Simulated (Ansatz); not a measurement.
Consider the following.

End structure of a constructed model of the (0001) surface of hcp Mg, a layer of Ir in place of the second plane (bottom of the slab: a bare face, its two planes held):

```
CELL_PARAMETERS angstrom
      3.19902     0.00000     0.00000
     -1.59951     2.77043     0.00000
      0.00000     0.00000    29.00000
ATOMIC_POSITIONS crystal
  Mg 0.66667 0.33333 0.27676
  Mg 0.33333 0.66667 0.36606
  Mg 0.66667 0.33333 0.45638
  Mg 0.33333 0.66667 0.54643
  Ir 0.66667 0.33333 0.61365
  Mg 0.33333 0.66667 0.67989
```

Set-up: 6 atoms, 12.9 Å thick at the start; mesh 13x13x1; 0.1 eV smearing; dipole correction on; 2 atoms held, the rest relaxed; held to the start's symmetry, so lower structures may exist; no spin, no spin-orbit, no U. It is one candidate, not shown to be the stable structure of the face.

What work function of the top face does PBE run with Ansatz (a program for electronic structure) give?

3.63 eV
